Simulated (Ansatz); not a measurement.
**A self-consistent single point of RbCl (P6_3mc, 4 atoms in the cell) with Ansatz (an electronic-structure program)**

Level of theory: PBE, harder PAW files (source: ansatz) (plane waves; Ansatz).

Input as run:

Ansatz 0.2 input:
```yaml
crystal:
  lattice:
    - [5.105271, 0.000000, 0.000000]
    - [-2.552635, 4.421294, 0.000000]
    - [0.000000, 0.000000, 8.361255]
  atoms:
    - { symbol: Rb, position: [0.666667, 0.333333, 0.000000] }
    - { symbol: Rb, position: [0.333333, 0.666667, 0.500000] }
    - { symbol: Cl, position: [0.666667, 0.333333, 0.625200] }
    - { symbol: Cl, position: [0.333333, 0.666667, 0.125200] }
basis:
  ecutwfc: 660.0
kpoints:
  mp_grid: { grid: [4, 4, 2] }
hamiltonian:
  xc: pbe
  pseudopotentials: { kind: paw, source: ansatz }
scf:
  occupations: { method: cold, width: 0.136 }
output:
  forces: true
  eigenvalues: true
  stress: true
```

Output, abridged:

```
WARN the atoms were moved onto the symmetric positions of the space group found under crystal.symmetry.tolerance 1.0e-5 (fractional …
WARN ansatz: RAYON_NUM_THREADS=1 ignored (pool sized by the plan → 1); use --threads N
Pseudopotentials: kind: paw
Pseudopotential: Rb, paw, valence charge 9
Pseudopotential: Cl, paw, valence charge 7
Crystal: 4 atoms, lattice volume = 188.729 Å³
Basis set: ecut = 660 eV, 7295 PW (Γ), exchange–correlation on 90×90×144 points (8 copies of the dense FFT grid, shifted against one another)
Bands: 20, of which v1, the nominal top of the filled ones, is band 16 counted from 1 (15 counted from 0)
Symmetry: 12 space group operations
Space group: P63mc (ITA 186), of the structure as read, at distance tolerance 5.7e-5 Å
k-points: 8 of 32
Initial density: superposition of atomic densities (chi_scale 0.1, normalization cell, long waves kept (reshape's long-wave potential 0.00 eV rms))
Initial wavefunctions: pseudopotential atomic-orbital guess
Eigensolver: davidson
Functional: x = pbe(κ = 0.804, μ = 0.2195149727645171), c = pbe(β = 0.06672455060314922)
SCF iter   1: F=—  HF=-8715.995286 eV  |F-HF|=—  |Δ(HF+E_count)|=         —  Δρ=3.92e-2  dr2=4.54e0  ethr=3.10e-3  ⟨swp⟩=12.1  Hψ=1210  notcnv=0
all-band conjugate gradients solve this SCF's bands
preconditioner: auto → Resta (q_TF=auto, 2.030 Å⁻¹)
SCF iter   2: F=—  HF=-8714.382002 eV  |F-HF|=—  |Δ(HF+E_count)|=    1.61e0  S|Δr|=    0.00e0  Δρ=1.45e-2  dr2=5.80e-1  ethr=3.10e-3  ⟨swp⟩=4.2  Hψ=443  notcnv=0
SCF iter   3: F=—  HF=-8714.188900 eV  |F-HF|=—  |Δ(HF+E_count)|=   1.93e-1  S|Δr|=    0.00e0  Δρ=5.26e-3  dr2=8.79e-2  ethr=1.81e-3  ⟨swp⟩=4.0  Hψ=348  notcnv=0
SCF iter   4: F=—  HF=-8714.202926 eV  |F-HF|=—  |Δ(HF+E_count)|=   1.40e-2  S|Δr|=    0.00e0  Δρ=1.35e-3  dr2=7.58e-3  ethr=2.75e-4  ⟨swp⟩=2.0  Hψ=294  notcnv=0
SCF iter   5: F=—  HF=-8714.210215 eV  |F-HF|=—  |Δ(HF+E_count)|=   7.29e-3  S|Δr|=    0.00e0  Δρ=2.77e-4  dr2=1.67e-4  ethr=2.37e-5  ⟨swp⟩=2.1  Hψ=317  notcnv=0
SCF iter   6: F=—  HF=-8714.210795 eV  |F-HF|=—  |Δ(HF+E_count)|=   5.80e-4  S|Δr|=    0.00e0  Δρ=4.01e-5  dr2=2.83e-6  ethr=5.21e-7  ⟨swp⟩=2.5  Hψ=343  notcnv=0
SCF iter   7: F=—  HF=-8714.210777 eV  |F-HF|=—  |Δ(HF+E_count)|=   1.81e-5  S|Δr|=    0.00e0  Δρ=9.20e-6  dr2=2.49e-7  ethr=8.85e-9  ⟨swp⟩=2.6  Hψ=339  notcnv=0
SCF iter   8: F=-8714.210778 eV  HF=-8714.210778 eV  |F-HF|=1.20e-8  |Δ(HF+E_count)|=   7.18e-7  S|Δr|=    0.00e0  Δρ=1.66e-6  dr2=6.88e-9  ethr=3.13e-10  ⟨swp⟩=13.4  Hψ=1400  notcnv=0
SCF 1 converged in 8 iterations: F = -8714.210778 eV  dr2 = 6.88e-9
SCF converged after 8 iterations
Stability not checked (fill_not_monotonic)
Free energy (F): -8714.210778 eV
Harris-Foulkes:  -8714.210778 eV  (|F-HF|=1.20e-8)
Internal energy: -8714.210778 eV  (E = F + TS)
E sigma→0 (E₀):  -8714.210778 eV
Fermi energy:    1.609140 eV
Step filling:    the computed levels leave a gap of 4.6059 eV = 33.9 smearing widths
--- Per-component energies (eV) ---
  E_band       = -267.299771
  E_kinetic    = 645.262944
  E_local      = -1314.319118  (includes V_loc(G=0)·N_el)
  E_nonlocal   = -215.675348
  E_hartree    = 602.566489
  E_xc         = -440.096779
  E_vxc        = -479.485231  (∫ρ·V_xc dr)
  E_paw        = -6604.976851  (= ΣΔE_a)
  E_vpaw       = -108.215769  (= ΣTr[D̂ρ^β])
  E_aug_tail   = 0.000029  (compensation charges beyond the density's cutoff)
  E_ewald      = -1386.972144
  E_smearing   = 0.000000  (= −TS)
  E_closure    = 0.000000  (closes the sum)
  Σ components = -8714.210778   (vs F -8714.210778, Δ=0.00e0)
--- Forces (eV/Å), atoms counted from 1 ---
  atom   1  Rb     0.00000000     0.00000000     0.01273885
  atom   2  Rb     0.00000000    -0.00000000     0.01273885
  atom   3  Cl     0.00000000    -0.00000000    -0.01269993
  atom   4  Cl    -0.00000000     0.00000000    -0.01269993
  max |Σ_I F_I| component: 7.78e-5 eV/Å
--- Stress (GPa, compression-positive) ---
        0.999385      -0.000000       0.000000
       -0.000000       0.999385       0.000000
        0.000000      -0.000000       0.764283
  P = ⅓ Tr σ = 0.9210 GPa (9.210 kbar)
  The stress holds the Pulay correction. Without it, at fixed plane waves, as pw.x and ABINIT print it: P = 0.9204 GPa
--- Band table (eV; the first three rows and the last of 8) ---
  k-point 0: bands = ["-24.7408", "-24.7349", "-12.6785", "-12.6038", "-8.8769", "-8.8769", "-8.8525", "-8.8525", "-8.8476", "-8.7933", "-1.1018", "-0.9587", "-0.9576", "-0.9576", "-0.8803", "-0.8803", "3.8139", "6.2173", "6.4231", "7.3910"]
  k-point 1: bands = ["-24.7379", "-24.7379", "-12.6421", "-12.6421", "-8.8648", "-8.8648", "-8.8648", "-8.8648", "-8.8169", "-8.8169", "-1.0670", "-1.0670", "-0.9198", "-0.9198", "-0.9198", "-0.9198", "4.6775", "4.6775", "7.9759", "7.9759"]
  k-point 2: bands = ["-24.7380", "-24.7337", "-12.6930", "-12.6391", "-8.9359", "-8.8953", "-8.8648", "-8.8624", "-8.8136", "-8.7221", "-1.1009", "-1.0427", "-0.9388", "-0.9182", "-0.8955", "-0.8363", "4.6062", "5.9782", "6.5541", "6.9753"]
  k-point 7: bands = ["-24.7339", "-24.7339", "-12.6912", "-12.6912", "-8.9208", "-8.9208", "-8.8882", "-8.8882", "-8.7345", "-8.7345", "-1.1400", "-1.1400", "-0.9001", "-0.9001", "-0.8258", "-0.8258", "5.8912", "5.8912", "6.6963", "6.6963"]
```

The run converged in 8 iterations.

The starting cell was generated: these elements placed on a structure prototype, without a prior relaxation; it need not be a known phase or ordering of this composition. Ansatz's pressure includes its estimate of the finite-basis (Pulay) stress.
